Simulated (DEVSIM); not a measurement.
Structure: Ni/SiO2/p-Ge capacitor, at 300 K.

| layer (left to right) | material | thickness (nm) | Na (cm⁻³) |
|---|---|---|---|
| 1 | SiO2 | 2.30 | - |
| 2 | Ge | 2900 | 4.2e16 |

Metal gate on the left, work function 5.1 eV. Fixed charge at the semiconductor interface -1.4e10 cm⁻² (in units of +e); no interface traps.

Constants are typed, rounded textbook-type inputs, not results; the design itself was drawn at random and stands for no fabricated device. Values at 300 K.

```tsv
parameter	SiO2	Ge
gap (eV)	9	0.664
affinity (eV)	0.9	4
permittivity	3.9	16
Nc (cm⁻³)	-	1.04e19
Nv (cm⁻³)	-	6e18
```

Model (solved in DEVSIM): 1D Poisson equation in equilibrium, Boltzmann statistics, complete ionisation; no quantum confinement or tunnelling. Metal contacts follow the ideal Schottky-Mott rule: no Fermi-level pinning, no interface dipoles.

The fixed charge was swept, all else fixed.

```csv
fixed charge (cm^-2),flat-band voltage (V),threshold voltage (band bending 2φF) (V)
-2.08e12,0.79,1.24
-1.05e12,0.68,1.13
-1.4e10,0.57,1.02
1.02e12,0.46,0.91
2.06e12,0.35,0.80
```

From the first row to the last the flat-band voltage goes from 0.79 to 0.35. From the first row to the last the threshold voltage (band bending 2φF) goes from 1.24 to 0.80.
